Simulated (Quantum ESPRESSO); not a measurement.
# What a tighter setting buys: ecutwfc, SiO2 (R-3m, 36 atoms in the cell)

Cell: a = 9.2781 Å, b = 9.2781 Å, c = 9.2781 Å, α = 94.23°, β = 94.23°, γ = 94.23°.

Level of theory: LDA (PZ), GBRV 1.5 ultrasoft (LDA) pseudopotentials (plane waves; Quantum ESPRESSO 7.5).

Base settings: ecutwfc = 40 Ry; ecutrho = 200 Ry; occupations = fixed; potentials = {Si: si_lda_v1.uspp.F.UPF, O: o_lda_v1.2.uspp.F.UPF}; K_POINTS = automatic 2 2 2 0 0 0; nbnd = 100; conv_thr = 1e-10 Ry; mixing_beta = 0.5.

Misses are taken against the tightest run, 46 Ry (ecutrho: 200 Ry → 230 Ry), which need not be fully converged itself. The energy is the free energy per atom.

The count of work is k-points × plane waves × bands × iterations; it is no time, and leaves out set-up, grids and terms that scale otherwise. Core times come from one kind of shared machine and are given to one figure; runs under 30 s give none.

The starting cell comes from a database of computed structures (which also holds hypothetical and non-ambient phases and stackings), without a prior relaxation at this level.

The runs (ecutwfc): 16 Ry (ecutrho: 200 Ry → 80 Ry) | 20 Ry (ecutrho: 200 Ry → 100 Ry) | 24 Ry (ecutrho: 200 Ry → 120 Ry) | 28 Ry (ecutrho: 200 Ry → 140 Ry) | 32 Ry (ecutrho: 200 Ry → 160 Ry) | 36 Ry (ecutrho: 200 Ry → 180 Ry) | 40 Ry | 46 Ry (ecutrho: 200 Ry → 230 Ry).

Problem. Which is the coarsest setting among those run that, with all tighter ones, holds the energy within 20 meV/atom of the reference, and what does it save?

Solution. 36 Ry (ecutrho: 200 Ry → 180 Ry), off by 5.1 meV/atom; its saving against the reference is no more than about a factor of 2 in the count of work.

Problem. For at most 0.3 times the reference's count of work, which run misses the energy least?

Solution. 20 Ry (ecutrho: 200 Ry → 100 Ry), with a miss of 2100 meV/atom at a count of 0.24.

Problem. What does the step from 16 Ry (ecutrho: 200 Ry → 80 Ry) to 32 Ry (ecutrho: 200 Ry → 160 Ry) buy?

Solution. It takes the miss in the energy from 6100 to 36 meV/atom, for 3.3 times the count of work and roughly 4 times the time.

```csv
ecutwfc,energy less reference (meV/atom),pressure less reference (GPa),largest difference in the force on any atom (eV/Å),count of work / reference,core time / reference (rough)
16 Ry (ecutrho: 200 Ry → 80 Ry),6053.00,-114.61,1.195,0.19,0.1
20 Ry (ecutrho: 200 Ry → 100 Ry),2075.99,-55.29,0.135,0.24,0.1
24 Ry (ecutrho: 200 Ry → 120 Ry),656.99,-23.38,0.026,0.35,0.2
28 Ry (ecutrho: 200 Ry → 140 Ry),175.86,-8.40,0.027,0.48,0.3
32 Ry (ecutrho: 200 Ry → 160 Ry),35.79,-2.35,0.002,0.63,0.5
36 Ry (ecutrho: 200 Ry → 180 Ry),5.12,-0.37,0.001,0.69,0.6
40 Ry,1.21,0.08,0.001,0.81,0.3
46 Ry (ecutrho: 200 Ry → 230 Ry),0.00,0.00,0.000,1.0,1
```
